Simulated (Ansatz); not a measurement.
**HfO2: pressure series**

Start from HfO2 in the fluorite structure (space group Fm-3m, No. 225).

```yaml
crystal:
  lattice:
    - [0.00000, 2.50052, 2.50052]
    - [2.50052, 0.00000, 2.50052]
    - [2.50052, 2.50052, 0.00000]
  atoms:
    - { symbol: Hf, position: [0.00000, 0.00000, 0.00000] }
    - { symbol: O, position: [0.25000, 0.25000, 0.25000] }
    - { symbol: O, position: [0.75000, 0.75000, 0.75000] }
```

Cell and atoms are relaxed at each pressure.

Method: LDA (Ansatz, a program for electronic structure, PAW, without spin-orbit coupling).

```tsv
P (GPa)	V (Å³/atom)
-2.00	10.498
0.90	10.390
2.10	10.347
4.50	10.263
8.99	10.116
14.99	9.934
22.50	9.729
30.00	9.542
```

A third-order Birch–Murnaghan fit to these points gives V₀ = 10.42 Å³/atom, B₀ = 282 GPa and B₀′ = 4.2. At pressure 30 GPa the volume is 91.6 % of V₀.

Between the base and pressure 30 GPa the gap moves from 3.66 eV to 3.86 eV, a mean slope of 6.6 meV/GPa.

Spin-orbit coupling, missing from the scalar runs, can matter with Hf. Load acts through the strain it causes; cell and atoms are relaxed under it. No phonon test of stability was made. Competing high-pressure phases were not computed. This is not the structure that HfO2 has at room temperature and ambient pressure.
